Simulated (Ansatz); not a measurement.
The starting structures come from a database of crystals and need not be the phases stable at ambient conditions.

By PBEsol, the system below comes out a metal.

Given:

```
AlTi3C
1.0
    4.16994     0.00000     0.00000
    0.00000     4.16994     0.00000
    0.00000     0.00000     4.29504
Ti Al C
3 1 1
Direct
  0.50000   0.50000   0.00000
  0.00000   0.50000   0.50000
  0.50000   0.00000   0.50000
  0.00000   0.00000   0.00000
  0.50000   0.50000   0.50000
```

Space group of this cell: P4/mmm. The cell is strained (lengths along the current scaled by 1.03, ions clamped); by PBEsol its mean pressure is -7.3 GPa.

The current flows along the normal of the first two printed cell vectors, the (001) (indices of the unstrained crystal) plane of the conventional cell. No spin-orbit coupling; the value is a mean over 0.1 eV about the Fermi level.

Problem. Predict the ballistic conductance per area from Ansatz (an electronic-structure program) with PBEsol.

Solution. 0.52 × 10¹⁵ S/m² for both spins.
